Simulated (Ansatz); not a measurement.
We consider Re (model structure, P-6m2, No. 187, 6 atoms in the cell), described by LDA in Ansatz (PAW).

Numerical settings: plane-wave cutoff 520 eV, 24×24×4 k mesh (along the axes of the cell as run), Fermi–Dirac smearing 0.05 eV, no spin polarisation, scalar-relativistic PAW data made under PBE.

Cell (relaxed at this level):

```xyz
6
Lattice="2.7385 0.0000 0.0000 -1.3693 2.3716 0.0000 0.0000 0.0000 13.2378" Properties=species:S:1:pos:R:3 pbc="T T T"
Re     0.0000     0.0000     8.8246
Re     0.0000     1.5811    11.0304
Re     0.0000     0.0000     0.0000
Re     0.0000     1.5811     2.2074
Re     0.0000     0.0000     4.4132
Re     1.3693     0.7905     6.6189
```

**Question.** What does this level give for the bulk modulus?

**Answer.** 
bulk modulus: 406 GPa

Note: the run has no spin polarisation, so it can have missed a magnetic state; the bulk modulus is −V dP/dV from two relaxed cells at ±2 % in volume; the relaxation could raise the start's symmetry but not lower it, so the cell can be a saddle point.

Spin–orbit coupling is not included.

Computed values are for the static lattice.

It cost about 6 core-minutes (a rough figure) of CPU time.

A model structure was made by putting elements into a prototype or built by hand; it is no filed structure, need not be a known phase, and can be a saddle point held by its symmetry.

Ansatz is a first-principles code.
